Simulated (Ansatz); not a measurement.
Effect of biaxial strain −1.62 %, plane normal [111], relaxed out of plane on HfC

Take HfC in the rock salt structure (space group Fm-3m, No. 225; a = 4.641 Å; relaxed with 0.1 eV smearing) as the base. Axes: x, y, z lie along the cube axes.

Modification: compressive biaxial strain of 1.62 % in the plane normal to [111], as in epitaxy on a mismatched substrate; the out-of-plane cell vector and the atoms relax.

Method: r2SCAN (Ansatz, an electronic-structure program), spin-orbit coupling left out. k-mesh 21×21×21 (Γ-centred); smearing 0.1 eV (Fermi–Dirac).

* **Volume per atom**: 12.19 Å³ (base 12.49 Å³)
* **Space group**: R-3m (No. 166) (base Fm-3m (No. 225))
* **Shortest interatomic distance**: 2.301 Å (base 2.320 Å)
* **Energy relative to the base (free energy F)**: +12 meV/atom
* **Pressure (mean of the normal stresses, compression positive)**: 6.4 GPa (base 0.0 GPa)
* **Band gap**: zero (base zero)
* **Out-of-plane strain**: +0.78 %
* **Ratio −ε⊥/ε∥**: 0.48
* **Mean in-plane stress (compression positive)**: +9.6 GPa

Cost of the whole job for the changed cell (relaxation, final SCF and bands): around 100 core-seconds (rough).

Whether these cells are dynamically stable was not tested. The final runs are not spin-polarised.
